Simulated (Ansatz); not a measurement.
The structure below was relaxed with PBEsol/PAW in Ansatz (an electronic-structure program), no SOC.

```
NbTe
1.0
   -1.83439     1.83439     6.24694
    1.83439    -1.83439     6.24694
    1.83439     1.83439    -6.24694
Nb Te
2 2
Direct
  0.49874   0.49874   0.00000
  0.24874   0.74874   0.50000
  0.91726   0.91726   0.00000
  0.66726   0.16726   0.50000
```

Task: Find the space group and the Wyckoff positions.

Result: Space group I4₁md (No. 109); a = b = 3.669 Å, c = 12.494 Å, α = β = γ = 90.00°

| atom | site | symmetry | x | y | z |
|---|---|---|---|---|---|
| Nb | 4a | 2mm. | 0.0000 | 0.0000 | 0.2487 |
| Te | 4a | 2mm. | 0.0000 | 0.0000 | 0.6673 |

Stability against distortions was not tested. All final runs are without spin polarisation. The cell was made from NbAs by this change: As → Te; the result is a hypothetical phase, not in the database extracts checked. NbTe has a high density of states at the Fermi level and may be magnetic at this level.
